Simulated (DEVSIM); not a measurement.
Structure: Schottky contact on n-type GaN, at 300 K.

```tsv
layer (left to right)	material	thickness (μm)	Nd (cm⁻³)	τn (s)	τp (s)
1	GaN	6.70	8.7e16	7e-9	7e-9
2	GaN	1.60	9.7e17	7e-9	7e-9
```

Left contact: Schottky, work function 5.05 eV, emission velocity 8.5e6 cm/s. Right contact: ohmic. Voltage is applied to the left contact. Recombination: SRH at mid-gap. Mobility is μmin + (μ − μmin)/(1 + (N/Nref)^α).

Constants are typed, rounded textbook-type inputs, not results; the design itself was drawn at random and stands for no fabricated device. Values at 300 K. The table also holds parameters that only a changed run uses.

```tsv
parameter	GaN
gap (eV)	3.43
affinity (eV)	4.1
permittivity	9.5
Nc (cm⁻³)	2.3e18
Nv (cm⁻³)	4.6e19
μn (cm²/Vs)	1200
μp (cm²/Vs)	100
μn,min	55
μp,min	3
Nref,n	2e17
Nref,p	3e17
αn	1
αp	2
Cn (cm⁶/s)	1e-30
Cp (cm⁶/s)	1e-30
```

Model (solved in DEVSIM): 1D drift-diffusion, Boltzmann statistics, complete ionisation; no tunnelling, impact ionisation, image-force lowering or self-heating. Metal contacts follow the ideal Schottky-Mott rule: no Fermi-level pinning, no interface dipoles.

Base results: dark forward voltage at 1 A/cm² (V) 0.566; dark forward voltage at 100 A/cm² (V) 0.693; potential step across the device at zero bias (V) 0.928.

Q: What follows from this one change: metal work function 5.05 → 4.95 eV?

A: dark forward voltage at 1 A/cm² 0.566 → 0.466 V; dark forward voltage at 100 A/cm² 0.693 → 0.593 V; potential step across the device at zero bias 0.928 → 0.828 V.

Q: What follows from this one change: metal work function 5.05 → 5.25 eV?

A: dark forward voltage at 1 A/cm² 0.566 → 0.766 V; dark forward voltage at 100 A/cm² 0.693 → 0.893 V; potential step across the device at zero bias 0.928 → 1.128 V.
